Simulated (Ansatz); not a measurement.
Band structure of a sheet of SnO (4 atoms in the cell).

```
CELL_PARAMETERS angstrom
      3.67902     0.00000     0.00000
      0.00000     3.67902     0.00000
      0.00000     0.00000    16.22535
ATOMIC_POSITIONS crystal
  Sn 0.50000 0.00000 0.56858
  Sn 0.00000 0.50000 0.43142
  O  0.00000 0.00000 0.50000
  O  0.50000 0.50000 0.50000
```

Method: PBE, PAW files (plane waves; Ansatz, an electronic-structure program).

Settings: kpoints.mp_grid.grid = 5 5 1; hamiltonian.xc = pbe; hamiltonian.pseudopotentials = {kind: paw} (the program's default PAW files); scf.occupations.method = gaussian; scf.occupations.width = 0.05 eV; kpoints.band_path.path = [[0.5, 0.5, 0.0], [0.0, 0.0, 0.0], [0.0, 0.5, 0.0], [0.5, 0.5, 0.0]]; kpoints.band_path.npoints = 8.

The starting cell was generated: these elements placed on a structure prototype, without a prior relaxation; it need not be a known phase or ordering of this composition. Its lattice was rescaled in the plane by a random factor within 2.5 % of one.

**Question.** Predict the gap along the standard path and the places of the band edges.

**Answer.** The gap along the path is 3.14 eV, from a point between M and Γ to a point between M and Γ; the smallest direct gap on it is 3.31 eV. Another conduction valley lies within 0.1 eV, so the order of the valleys is not sure.

Levels in eV from the top of the valence band on the path, bands 17 to 23:
```
point     17     18     19     20    21    22    23
-----  -----  -----  -----  -----  ----  ----  ----
M      -1.67  -1.67  -0.47  -0.47  3.35  3.35  5.53
Γ      -2.72  -2.40  -2.40  -0.12  3.19  3.41  5.44
X      -4.22  -4.22  -0.53  -0.53  3.24  3.24  6.32
```

Keys are those of Ansatz 0.2.
